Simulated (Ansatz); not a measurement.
Competing hops of Ge-vacancy pair in fcc Cu, neutral cell

Consider Ge-vacancy pair (Ge on one host Cu site, one Cu site vacant) in fcc Cu, neutral cell. Level of theory: PBE, PAW (plane waves to 420 eV; Ansatz, an electronic-structure program).

Cell of 32 host sites held at the relaxed PBE lattice; a 2×2×2 k-point mesh shifted by half a step; Fermi-Dirac width 0.10 eV, spin-restricted; finite-size errors left in. Static, classical nuclei. Forms of the defect that were not tried may lie lower.

Barriers: single points on a 4×4×4 k-point mesh shifted by half a step at the bands' geometries.

| Route | Start site over the lowest site run (eV) | Hop (Å) | Forward barrier (eV) | Backward barrier (eV) | Neighbours at the start | Neighbours at the saddle | Saddle order | Forward, on the band's own sampling (eV) |
|---|---|---|---|---|---|---|---|---|
| the Ge atom itself jumps into the vacancy (Ge-vacancy distance between ideal sites 2.57 Å throughout) | 0.00 | 2.39 | 0.48 | 0.48 | 4 Cu at 2.53, 2 Cu at 2.59, 5 Cu at 2.64 Å | 4 Cu at 2.37, 4 Cu at 2.83 Å | not checked, on a symmetry element | 0.46 |

Paths come from climbing-image nudged elastic band runs.  A band can be held on a symmetry element, so unchecked saddle points there may be too high.

The whole set of runs took very roughly 1.2 core-hours.
